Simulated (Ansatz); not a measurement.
Consider interstitial Ti in wurtzite ZnO, charge state +4. The step: a concerted move, in which Ti travels most; the atom moves 2.67 Å along (-0.08, 0.07, -0.50) of the unit cell; the moving atom starts with neighbours 2 O at 1.82, 2 O at 1.94 Å and ends with 2 O at 1.82, O at 1.94, O at 1.95 Å. A PBE band in Ansatz (plane-wave PAW, one k-point at (0.125, 0.250, 0.250), 72 host sites, 152 SCF runs with any check of the saddle's order, static, no finite-size correction) gives a forward barrier of 2.21 eV. The saddle point's order was not checked, and it lies on a symmetry element of the cell, where a band can be held. The charge state is imposed; whether it is stable for some Fermi level was not computed. Sites that were not tried may lie lower. The start lies 0.034 eV above the lowest site run (PBE).

Single points at the band's start and saddle point can refine it. Rough cost of one point, in units of the band's mean SCF on the same machine:

| Level | Cost of one point |
|---|---|
| PBE, a 2×2×2 k-point mesh shifted by half a step along c | about 6 |
| r2SCAN at 500 eV, one k-point at (0.125, 0.250, 0.250) | about 3 |

Which of these move the barrier by more than 0.1 eV, and how far does each move it?

PBE, a 2×2×2 k-point mesh shifted by half a step along c: 0.00 eV; r2SCAN at 500 eV, one k-point at (0.125, 0.250, 0.250): +0.24 eV. Each functional is compared with PBE at the same k-points.

Ansatz is an electronic-structure program.
